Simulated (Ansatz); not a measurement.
## Effort and miss along a sweep of basis.ecutwfc: YF3 (Pnma, 16 atoms in the cell)

Cell: a = 6.3537 Å, b = 6.8545 Å, c = 4.3953 Å, α = 90.00°, β = 90.00°, γ = 90.00°.

Level of theory: r2SCAN, default PAW files made with PBE (plane waves; Ansatz, a first-principles code).

Base settings: basis.ecutwfc = 500 eV; kpoints.mp_grid.grid = 2 2 3; hamiltonian.xc = r2scan; hamiltonian.pseudopotentials = {kind: paw} (the program's default PAW files); scf.occupations.method = cold; scf.occupations.width = 0.2 eV.

Misses are taken against the tightest run, 1000 eV, which need not be fully converged itself. The energy is the free energy per atom.

The count of work is k-points × plane waves × bands × iterations; it is no time, and leaves out set-up, grids and terms that scale otherwise. 

Ansatz's pressure holds its estimate of the finite-basis (Pulay) stress, which hides part of the cutoff error; the uncorrected pressure shows it.

The starting cell comes from a database of published, mostly measured structures (it also holds non-ambient and calculated ones), without a prior relaxation at this level. Ansatz's pressure includes its estimate of the finite-basis (Pulay) stress.

The runs (basis.ecutwfc): 200 eV | 250 eV | 300 eV | 350 eV | 400 eV | 450 eV | 500 eV | 575 eV | 650 eV | 750 eV | 875 eV | 1000 eV.

Problem. Which is the coarsest setting among those run that, with all tighter ones, holds the energy within 5 meV/atom of the reference, and what does it save?

Solution. 575 eV, off by 3.1 meV/atom; it needs 0.44 of the reference's count of work.

Problem. Which is the coarsest setting among those run that, with all tighter ones, holds the energy within 2 meV/atom of the reference, and what does it save?

Solution. 650 eV, off by 1.2 meV/atom; its saving against the reference is no more than about a factor of 2 in the count of work.

Problem. What does the step from 400 eV to 875 eV buy?

Solution. It takes the miss in the energy from 14 to 0.35 meV/atom, for 3.7 times the count of work.

```
basis.ecutwfc  energy less reference (meV/atom)  pressure less reference (GPa)  largest difference in the force on any atom (eV/Å)  uncorrected pressure less reference (GPa)  count of work / reference
-------------  --------------------------------  -----------------------------  --------------------------------------------------  -----------------------------------------  -------------------------
200 eV                                  8001.11                          -7.54                                               0.676                                    -366.09                      0.088
250 eV                                  2082.81                          -0.66                                               0.279                                    -134.25                       0.13
300 eV                                   449.46                          -0.33                                               0.064                                     -39.88                       0.17
350 eV                                    76.72                          -0.04                                               0.025                                      -9.00                       0.21
400 eV                                    13.56                           0.08                                               0.006                                      -1.13                       0.22
450 eV                                     7.86                           0.10                                               0.004                                       0.03                       0.26
500 eV                                     6.63                           0.08                                               0.004                                      -0.08                       0.31
575 eV                                     3.15                           0.03                                               0.002                                      -0.16                       0.44
650 eV                                     1.22                           0.01                                               0.001                                      -0.05                       0.53
750 eV                                     0.74                           0.00                                               0.001                                       0.00                       0.65
875 eV                                     0.35                           0.00                                               0.000                                      -0.01                       0.82
1000 eV                                    0.00                           0.00                                               0.000                                       0.00                        1.0
```

Keys are those of Ansatz 0.2.
